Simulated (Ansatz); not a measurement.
# PdGe₂ (model structure, started from the CrSi2 type, P6₂22, No. 180, 9 atoms in the cell): properties by level of theory

```json
[
 {"level (code)": "PBE (Ansatz)", "equilibrium lattice constant a (Å)": "4.833", "c axis length (Å)": "7.671", "formation enthalpy (eV/atom)": "-0.063"},
 {"level (code)": "PBEsol (Ansatz)", "equilibrium lattice constant a (Å)": "4.755", "c axis length (Å)": "[?]", "formation enthalpy (eV/atom)": "-0.105"},
 {"level (code)": "PBE-D3(BJ) (Ansatz)", "equilibrium lattice constant a (Å)": "[?]", "c axis length (Å)": "7.523", "formation enthalpy (eV/atom)": "-0.105"}
]
```

### Question
What belongs in the gaps?

### Answer

- PBEsol (Ansatz, a first-principles code), c axis length (Å): 7.536
- PBE-D3(BJ) (Ansatz), equilibrium lattice constant a (Å): 4.776

Ansatz's density-functional and Hartree–Fock values are scalar-relativistic unless marked +SOC, with PAW data made under PBE.

Computed values are for the static lattice.

A model structure was made by putting elements into a prototype or built by hand; it is no filed structure, need not be a known phase, and can be a saddle point held by its symmetry.
